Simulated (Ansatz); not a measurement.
The reference is Ca in the fcc (Cu type) structure (space group Fm-3m, No. 225; relaxed with 0.1 eV smearing).

```
CELL_PARAMETERS angstrom
      0.00000     2.78428     2.78428
      2.78428     0.00000     2.78428
      2.78428     2.78428     0.00000
ATOMIC_POSITIONS crystal
  Ca 0.00000 0.00000 0.00000
```

Cartesian axes are those of the cell as printed.

Method: r2SCAN (Ansatz, a quantum-chemistry and plane-wave program, PAW, spin-orbit coupling left out), earlier PAW set.

Strains are applied to the cell and any free atomic positions relax; under biaxial strain the out-of-plane vector relaxes too.

One change was made to it. Results:

```csv
quantity,base,after
energy relative to the base (free energy F),0 meV/atom,+7.2 meV/atom
volume per atom,43.17 Å³,41.89 Å³
```

Question: Which of these changes matches the shifts?
A. biaxial strain −3.55 %, plane normal [001], relaxed out of plane
B. uniaxial strain ε_zz = −3.55 %
C. biaxial strain −2.03 %, plane normal [111], relaxed out of plane
D. biaxial strain −2.06 %, plane normal [110], relaxed out of plane

Answer: A, biaxial strain −3.55 %, plane normal [001], relaxed out of plane. For comparison, the energy relative to the base in the other runs: uniaxial strain ε_zz = −3.55 % gives +3.8 meV/atom; biaxial strain −2.03 %, plane normal [111], relaxed out of plane gives +5.3 meV/atom; biaxial strain −2.06 %, plane normal [110], relaxed out of plane gives +4.7 meV/atom.

Stability against distortions was not tested.
